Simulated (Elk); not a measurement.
Band structure of Co (P6_3/mmc, 2 atoms in the cell).

```yaml
crystal:
  lattice:
    - [1.25500, -2.17372, 0.00000]
    - [1.25500, 2.17372, 0.00000]
    - [0.00000, 0.00000, 4.07000]
  atoms:
    - { symbol: Co, position: [0.33333, 0.66667, 0.25000], spin: 2.0 }
    - { symbol: Co, position: [0.66667, 0.33333, 0.75000], spin: 2.0 }
```
(The spins are starting values, not results.)

Level of theory: PBE, all-electron FP-LAPW, Elk's shipped species files, default APW+lo basis (Elk 10.2.4).

Settings: xctype = 20; spinpol = true; swidth = 0.00499791 Ha; ngridk = 13 13 7; reducebf = 0.8; rmtscf = 0.92; nempty = 8 per atom; maxscl = 100; bfcmt = [[0.0, 0.0, -2.0], [0.0, 0.0, -2.0]].

The starting cell has typed, rounded lattice constants, without a prior relaxation at this level. The starting moments vanished: the run ended non-magnetic, which need not be the lowest state. Values depend on the basis (sphere radii, cutoffs, local orbitals), which need not be converged.

Levels in eV from the Fermi level, bands 13 to 20 of the first spin channel:
```json
[
 {"point": "Γ", "13": "-1.39", "14": "-1.01", "15": "-1.01", "16": "-0.17", "17": "0.11", "18": "0.11", "19": "6.59", "20": "22.55"},
 {"point": "M", "13": "-1.34", "14": "0.26", "15": "0.37", "16": "0.42", "17": "1.83", "18": "3.68", "19": "9.68", "20": "10.30"},
 {"point": "K", "13": "-1.05", "14": "0.01", "15": "0.01", "16": "0.13", "17": "4.76", "18": "5.52", "19": "5.52", "20": "12.30"},
 {"point": "A", "13": "-1.75", "14": "-1.75", "15": "-0.19", "16": "-0.19", "17": "-0.19", "18": "-0.19", "19": "14.92", "20": "14.92"},
 {"point": "L", "13": "-0.33", "14": "-0.33", "15": "0.35", "16": "0.35", "17": "1.76", "18": "1.76", "19": "7.49", "20": "7.49"},
 {"point": "H", "13": "-0.99", "14": "-0.99", "15": "0.16", "16": "0.16", "17": "5.87", "18": "5.87", "19": "7.50", "20": "7.50"}
]
```

Bands cross the Fermi level along this path, so the cell is metallic at this level.

The net moment of the cell came out as 0.00 μB.
